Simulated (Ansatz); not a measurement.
Consider TiC in the rock salt structure (space group Fm-3m, No. 225; a = 4.2934 Å; relaxed with 0.1 eV smearing). Axes: x, y, z lie along the cube axes.

All numbers come from Kohn–Sham DFT with the PBEsol functional, run in Ansatz (a program for electronic structure) with PAW and 420 eV plane waves, no spin-orbit coupling.

Strains are applied to the cell and any free atomic positions relax; under biaxial strain the out-of-plane vector relaxes too.

One change was made to it. Results:

```json
[
 {"quantity": "pressure (mean of the normal stresses, compression positive)", "base": "0.0 GPa", "after": "-8.5 GPa"},
 {"quantity": "energy relative to the base (free energy F)", "base": "0 meV/atom", "after": "+20 meV/atom"}
]
```

Question: Which change produced these results?
A) biaxial strain −1.25 %, plane normal [111], relaxed out of plane
B) biaxial strain +0.83 %, plane normal [111], relaxed out of plane
C) biaxial strain +2.50 %, plane normal [111], relaxed out of plane
D) biaxial strain −1.67 %, plane normal [111], relaxed out of plane

Answer: C, biaxial strain +2.50 %, plane normal [111], relaxed out of plane. For comparison, the energy relative to the base in the other runs: biaxial strain −1.67 %, plane normal [111], relaxed out of plane gives +10 meV/atom; biaxial strain +0.83 %, plane normal [111], relaxed out of plane gives +2.3 meV/atom; biaxial strain −1.25 %, plane normal [111], relaxed out of plane gives +5.5 meV/atom.

No phonon test of stability was made. The final runs are not spin-polarised.
